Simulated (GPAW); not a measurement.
## Quick settings and what they miss: Li (Im-3m, 1 atom in the cell)

Self-consistent single point.

```yaml
crystal:
  lattice:
    - [-1.69231, 1.69231, 1.69231]
    - [1.69231, -1.69231, 1.69231]
    - [1.69231, 1.69231, -1.69231]
  atoms:
    - { symbol: Li, position: [0.00000, 0.00000, 0.00000] }
```

Level of theory: PBE, GPAW PAW datasets PBE (gpaw-data 1.0.1) (plane waves; GPAW).

Base settings: mode = pw; ecut = 550 eV; xc = PBE; kpts = 18 18 18; mesh shift (steps) = 0 0 0; occupations.name = fermi-dirac; occupations.width = 0.136 eV; nbands = -7; convergence.forces = 0.001 eV/Å; symmetry.symmorphic = false; symmetry.tolerance = 0.0005; maxiter = 120.

Tight run (finer mesh or higher cutoff; not a proven limit): ecut: 550 eV → 770 eV; kpts: 18 18 18 → 25 25 25; convergence.forces: 0.001 eV/Å → default; convergence.energy: default → 1e-09 eV/electron; convergence.density: default → 2e-06 e/electron; convergence.eigenstates: default → 1e-13. It gave Fermi level (on the code's own zero) 0.46 eV; pressure 0.73 GPa.

Quick runs, as changes from the base:
- A: the base itself
- B: ecut: 550 eV → 440 eV; kpts: 18 18 18 → 2 2 2; occupations.name: fermi-dirac → marzari-vanderbilt; occupations.width: 0.136 eV → 0.2 eV; convergence.forces: 0.001 eV/Å → default; convergence.energy: default → 0.0001 eV/electron; convergence.density: default → 0.0005 e/electron; convergence.eigenstates: default → 1e-08
- C: ecut: 550 eV → 440 eV; kpts: 18 18 18 → 6 6 6; kpts_shift: 0 0 0 → 0.5 0.5 0.5; occupations.name: fermi-dirac → methfessel-paxton; occupations.order: default → 0
- D: ecut: 550 eV → 385 eV; xc: PBE → LDA; kpts: 18 18 18 → 8 8 8; kpts_shift: 0 0 0 → 0.5 0.5 0.5; potentials: GPAW PAW datasets LDA (gpaw-data 1.0.1) [LDA (Perdew-Wang 92)]
- E: ecut: 550 eV → 275 eV; kpts: 18 18 18 → 8 8 8; occupations.name: fermi-dirac → methfessel-paxton; occupations.order: default → 0
- F: ecut: 550 eV → 275 eV; xc: PBE → LDA; kpts: 18 18 18 → 2 2 2; potentials: GPAW PAW datasets LDA (gpaw-data 1.0.1) [LDA (Perdew-Wang 92)]

Energies are extrapolated to zero smearing width, which holds to low order in the width alone.

Dashes: energy of D, F, another energy zero.

† marks runs with another functional, U, potentials or spin treatment: their distance from the tight run is not a convergence error alone.

The count of work is k-points × plane waves × bands × iterations; it is no time. 

The starting cell comes from a database of computed structures (which also holds hypothetical and non-ambient phases and stackings), without a prior relaxation at this level. Its lattice was rescaled by a random factor within 2.5 % of one.

| run | energy less tight (meV/atom) | count of work / tight |
|---|---|---|
| A | -0.4 | 0.16 |
| B | 629.9 | 0.0014 |
| C | -23.1 | 0.0082 |
| D† | – | 0.0090 |
| E | 12.6 | 0.0096 |
| F† | – | 0.00077 |

Among the runs at the tight run's level, the energy misses run from 0.4 to 629.9 meV/atom.
